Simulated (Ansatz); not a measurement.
The starting structures come from a database of crystals and need not be the phases stable at ambient conditions.

 Where the default PAW files enter, the runs use the earlier of Ansatz's two default sets.

Crystal: KZnF₃ (Pm-3m, cubic perovskite, not sure to be the ambient phase, 5 atoms a cell, 13.3 Å³ an atom); both levels run on this one cell.

Complex bands along the normal of (001) by Ansatz (plane waves, PAW, no spin-orbit coupling). r2SCAN gives a gap of 4.63 eV and a slowest mid-gap decay of 0.471 1/Å.

Question: What does PBE give on the same cell, and what does that do to the current through 2 nm?

Answer: Gap 3.86 eV, κ = 0.426 1/Å. The mid-gap transmission through 2 nm changes by exp(2 × 20 × (0.471 − 0.426)) = a factor of 6.0 against r2SCAN.

Ansatz is a program for electronic structure.
